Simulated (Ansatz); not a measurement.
Consider ZrSi$_{2}$ (space group Cmcm, No. 63).

```
CELL_PARAMETERS angstrom
      1.85229    -7.39763     0.00000
      1.85229     7.39763     0.00000
      0.00000     0.00000     3.67900
ATOMIC_POSITIONS crystal
  Si 0.94686 0.05314 0.75000
  Si 0.05314 0.94686 0.25000
  Si 0.24979 0.75021 0.75000
  Si 0.75021 0.24979 0.25000
  Zr 0.60539 0.39461 0.75000
  Zr 0.39461 0.60539 0.25000
```

Cartesian axes are those of the cell as printed.

Level of theory: DFT with PBE, PAW potentials and a 420 eV plane-wave cutoff in Ansatz (a quantum-chemistry and plane-wave program), spin-orbit coupling left out, earlier PAW set.

One thing is altered: every lattice vector is shortened by 1.16 %; the atoms relax in the strained cell.

Question: Predict the stress tensor and what it implies for the stiffness.

Answer: Stress of the strained cell less that of the base (GPa, compression positive):
```
    5.0     0.0     0.0
    0.0     4.1     0.0
    0.0     0.0     5.4
```

Then B = −ΔP/(ΔV/V₀) with ΔV/V₀ = -0.0344 gives secant stiffness values (nonlinear terms included at this strain): B (at held cell shape, above the free-shape value) ≈ 140 GPa.

As a check, the harmonic strain energy −½ V₀ Δσ:ε is 8.8 meV/atom; the computed energy rise is 8.4 meV/atom.

No phonon test of stability was made. All final runs are without spin polarisation.
